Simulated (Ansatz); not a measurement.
Structures of equal composition on the (111) surface of fcc Al: a pseudomorphic layer of Zr in the host's stacking; a pseudomorphic layer of Zr in the other hollow. The slabs share one bottom face, and each structure is named by its start. These are constructed structures in small cells; real faces may alloy, dewet or reconstruct in larger ones, and not all known structures of the face are among them. Slabs of about 12 Å, Fermi-Dirac smearing of 0.1 eV. Bottom of the slabs: a bare face, its two planes held. Relaxed from the named starts with such symmetry as they have, on meshes of like density; energies extrapolated to zero smearing; spin only where a row says so; no spin-orbit coupling, no U. Brackets mark spin-polarised runs, whose order is one that fits the cell.

Calculation: PBE (plane waves to 420 eV, PAW; Ansatz, an electronic-structure program).

Problem. Rank these by energy per 1x1 cell (lowest first), as PBE gives it.

Solution. a pseudomorphic layer of Zr in the host's stacking (0.000 eV), a pseudomorphic layer of Zr in the other hollow (0.053 eV)
